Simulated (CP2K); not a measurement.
Band structure of Cu2Te (P6/mmm, 6 atoms in the cell).

```yaml
crystal:
  lattice:
    - [4.37244, 0.00000, 0.00000]
    - [-2.18622, 3.78665, 0.00000]
    - [0.00000, 0.00000, 8.65900]
  atoms:
    - { symbol: Cu, position: [0.66667, 0.33333, 0.15195] }
    - { symbol: Cu, position: [0.33333, 0.66667, 0.84805] }
    - { symbol: Cu, position: [0.33333, 0.66667, 0.15195] }
    - { symbol: Cu, position: [0.66667, 0.33333, 0.84805] }
    - { symbol: Te, position: [0.00000, 0.00000, 0.26619] }
    - { symbol: Te, position: [0.00000, 0.00000, 0.73381] }
```

Computed with PBEsol, GPW, DZVP-MOLOPT-SR-GTH basis, GTH-PBE potentials (GTH_POTENTIALS) run with CP2K.

Settings: CUTOFF = 600 Ry; REL_CUTOFF = 50 Ry; SMEAR/METHOD = GAUSSIAN; SIGMA = 0.136 eV; KPOINTS/SCHEME = MONKHORST-PACK 7 7 3; XC_FUNCTIONAL = PBE:PBESOL; Cu/BASIS_SET = DZVP-MOLOPT-SR-GTH-q11; Cu/POTENTIAL = GTH-PBE-q11; Te/BASIS_SET = DZVP-MOLOPT-SR-GTH-q6; Te/POTENTIAL = GTH-PBE-q6; METHOD = GPW; EPS_DEFAULT = 1e-10; EXTRAPOLATION = USE_GUESS; NGRIDS = 5.

The starting cell comes from a database of computed structures (which also holds hypothetical and non-ambient phases and stackings), without a prior relaxation at this level. Its lattice was rescaled by a random factor within 2.5 % of one. Spin-orbit coupling is off. Spin polarisation is off. Values carry the incompleteness of an atom-centred basis. The potentials were made for another functional than the one used. The run gives no clean gap (levels at the Fermi energy touch, overlap or are partly filled at this smearing), which alone does not show that the compound is a metal.

Levels in eV from the Fermi level, bands 25 to 30:
| point | 25 | 26 | 27 | 28 | 29 | 30 |
|---|---|---|---|---|---|---|
| Γ | -0.21 | 0.19 | 0.19 | 0.38 | 0.38 | 1.33 |
| M | -2.07 | -1.99 | -1.32 | -0.99 | -0.31 | 0.95 |
| K | -1.95 | -1.95 | -1.92 | -0.96 | 0.68 | 0.68 |
| A | 0.26 | 0.26 | 0.30 | 0.30 | 0.80 | 0.85 |
| L | -2.03 | -1.99 | -1.57 | -1.37 | 0.02 | 1.32 |
| H | -1.96 | -1.95 | -1.92 | -1.60 | 1.03 | 1.03 |

Bands cross the Fermi level along this path, so the cell is metallic at this level.

Higher empty bands are left out: an atom-centred basis made for the valence describes them poorly.
